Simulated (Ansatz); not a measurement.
## Ansatz run on Al₂Pt (Fd-3m, 6 atoms in the cell): self-consistent single point

Computed with PBE (plane waves, PAW; Ansatz, a first-principles code).

The input file:

Ansatz 0.2 input:
```yaml
# Al2Pt
crystal:
  lattice:
    - [0.000000, 3.653401, 3.653401]
    - [3.653401, 0.000000, 3.653401]
    - [3.653401, 3.653401, 0.000000]
  atoms:
    - { symbol: Al, position_ang: [0.913350, 0.913350, 0.913350] }
    - { symbol: Al, position_ang: [0.913350, 2.740051, 2.740051] }
    - { symbol: Al, position_ang: [2.740051, 0.913350, 2.740051] }
    - { symbol: Al, position_ang: [2.740051, 2.740051, 0.913350] }
    - { symbol: Pt, position_ang: [5.480101, 5.480101, 5.480101] }
    - { symbol: Pt, position_ang: [3.653401, 3.653401, 3.653401] }
kpoints:
  mp_grid:
    grid: [5, 5, 5]
hamiltonian:
  xc: pbe
  pseudopotentials:
    kind: paw
scf:
  occupations:
    method: cold
    width: 0.272 eV
output:
  forces: true
  eigenvalues: true
  stress: true
```

The program printed (abridged):

```
WARN the atoms were moved onto the symmetric positions of the space group found under crystal.symmetry.tolerance 1.0e-5 (fractional …
WARN basis.ecutwfc = 420 eV, the default
WARN ansatz: RAYON_NUM_THREADS=1 ignored (pool sized by the plan → 1); use --threads N
Pseudopotentials: kind: paw
Pseudopotential: Al, paw, valence charge 3
Pseudopotential: Pt, paw, valence charge 18
Crystal: 6 atoms, lattice volume = 97.526 Å³
Basis set: ecut = 420 eV, 1917 PW (Γ), exchange–correlation on 72×72×72 points (8 copies of the dense FFT grid, shifted against one another)
Bands: 30, of which v1, the nominal top of the filled ones, is band 24 counted from 1 (23 counted from 0)
Symmetry: 48 space group operations
Space group: Fd-3m (ITA 227), of the structure as read, at distance tolerance 4.6e-5 Å
k-points: 10 of 125
Initial density: superposition of atomic densities (neutral atoms: chi_scale 0, normalization atom), corrected by the library's trained network
Initial wavefunctions: pseudopotential atomic-orbital guess
Eigensolver: davidson
Functional: x = pbe(κ = 0.804, μ = 0.2195149727645171), c = pbe(β = 0.06672455060314922)
SCF iter   1: F=—  HF=-27196.916191 eV  |F-HF|=—  |Δ(HF+E_count)|=         —  Δρ=3.74e-3  dr2=1.06e-2  ethr=1.77e-3  ⟨swp⟩=5.9  Hψ=1261  notcnv=0
all-band conjugate gradients solve this SCF's bands
preconditioner: auto → Kerker (q_TF=auto, 2.424 Å⁻¹)
SCF iter   2: F=—  HF=-27196.914935 eV  |F-HF|=—  |Δ(HF+E_count)|=   1.26e-3  S|Δr|=    0.00e0  Δρ=2.31e-3  dr2=4.48e-3  ethr=2.21e-5  ⟨swp⟩=1.6  Hψ=391  notcnv=0
SCF iter   3: F=—  HF=-27196.913869 eV  |F-HF|=—  |Δ(HF+E_count)|=   1.07e-3  S|Δr|=    0.00e0  Δρ=3.80e-4  dr2=3.29e-4  ethr=9.34e-6  ⟨swp⟩=2.2  Hψ=450  notcnv=0
SCF iter   4: F=—  HF=-27196.913812 eV  |F-HF|=—  |Δ(HF+E_count)|=   5.66e-5  S|Δr|=    0.00e0  Δρ=1.41e-4  dr2=2.24e-5  ethr=6.86e-7  ⟨swp⟩=2.1  Hψ=385  notcnv=0
SCF iter   5: F=—  HF=-27196.913739 eV  |F-HF|=—  |Δ(HF+E_count)|=   7.34e-5  S|Δr|=    0.00e0  Δρ=3.55e-5  dr2=3.50e-6  ethr=4.66e-8  ⟨swp⟩=2.6  Hψ=543  notcnv=0
SCF iter   6: F=—  HF=-27196.913738 eV  |F-HF|=—  |Δ(HF+E_count)|=   9.13e-7  S|Δr|=    0.00e0  Δρ=1.39e-5  dr2=4.43e-7  ethr=7.28e-9  ⟨swp⟩=2.0  Hψ=401  notcnv=0
SCF iter   7: F=-27196.913738 eV  HF=-27196.913738 eV  |F-HF|=7.47e-9  |Δ(HF+E_count)|=   9.90e-8  S|Δr|=    0.00e0  Δρ=1.99e-6  dr2=8.78e-9  ethr=2.08e-10  ⟨swp⟩=5.3  Hψ=1051  notcnv=0
SCF 1 converged in 7 iterations: F = -27196.913738 eV  dr2 = 8.78e-9
SCF converged after 7 iterations
Stability not checked (fill_not_monotonic)
Free energy (F): -27196.913738 eV
Harris-Foulkes:  -27196.913738 eV  (|F-HF|=7.47e-9)
Internal energy: -27196.891242 eV  (E = F + TS)
E sigma→0 (E₀):  -27196.906239 eV
Entropy (-TS):   -0.022495 eV (-3.749 meV/atom)
Fermi energy:    12.730661 eV
Step filling:    the computed levels leave a gap of 0.0542 eV = 0.2 smearing widths
--- Per-component energies (eV) ---
  E_band       = -544.878973
  E_kinetic    = 1364.595767
  E_local      = -5299.507096  (includes V_loc(G=0)·N_el)
  E_nonlocal   = 440.313417
  E_hartree    = 2130.599594
  E_xc         = -681.390239
  E_vxc        = -719.911595  (∫ρ·V_xc dr)
  E_paw        = -20777.416796  (= ΣΔE_a)
  E_vpaw       = -591.562530  (= ΣTr[D̂ρ^β])
  E_aug_tail   = 0.000390  (compensation charges beyond the density's cutoff)
  E_ewald      = -4374.086279
  E_smearing   = -0.022495  (= −TS)
  E_closure    = -0.000000  (closes the sum)
  Σ components = -27196.913738   (vs F -27196.913738, Δ=0.00e0)
--- Forces (eV/Å), atoms counted from 1 ---
  atom   1  Al    -0.00000000     0.00000000     0.00000000
   [... zero for the other atoms too ...]
  max |Σ_I F_I| component: 3.24e-17 eV/Å
--- Stress (GPa, compression-positive) ---
       -7.286439       0.000000       0.000000
        0.000000      -7.286439       0.000000
       -0.000000       0.000000      -7.286439
  P = ⅓ Tr σ = -7.2864 GPa (-72.864 kbar)
  The stress holds the Pulay correction. Without it, at fixed plane waves, as pw.x and ABINIT print it: P = -7.3414 GPa
--- Band table (eV; the first three rows and the last of 10) ---
  k-point 0: bands = ["-85.7170", "-85.7142", "-39.9484", "-39.9484", "-39.9484", "-39.9190", "-39.9190", "-39.9190", "1.4855", "7.7481", "7.9915", "7.9915", "8.1763", "8.1763", "8.1763", "8.2527", "8.2527", "8.2527", "10.4599", "10.4599", [...]
  k-point 1: bands = ["-85.7168", "-85.7144", "-39.9492", "-39.9492", "-39.9475", "-39.9199", "-39.9182", "-39.9182", "1.8239", "6.3478", "7.5738", "7.5738", "7.6578", "8.3517", "8.3517", "8.6491", "8.6491", "9.1621", "10.4243", "10.4243", [...]
  k-point 2: bands = ["-85.7164", "-85.7148", "-39.9504", "-39.9504", "-39.9459", "-39.9215", "-39.9169", "-39.9169", "2.7545", "4.5609", "7.2699", "7.2699", "7.5653", "8.5470", "8.5470", "8.7940", "9.1709", "9.1709", "10.2089", "10.2089", [...]
  k-point 9: bands = ["-85.7159", "-85.7152", "-39.9530", "-39.9522", "-39.9382", "-39.9293", "-39.9152", "-39.9144", "3.4712", "4.5771", "5.8229", "6.6911", "8.0786", "8.4202", "8.9398", "8.9855", "9.3239", "9.4909", "9.5447", "10.1325", "10.2685", [...]
```

The run converged in 7 iterations.

The starting cell was generated: these elements placed on a structure prototype, without a prior relaxation; it need not be a known phase or ordering of this composition. Spin-orbit coupling is off. Spin polarisation is off. With a pressure of about -7 GPa the cell is away from its equilibrium volume at this level. Ansatz's pressure includes its estimate of the finite-basis (Pulay) stress.
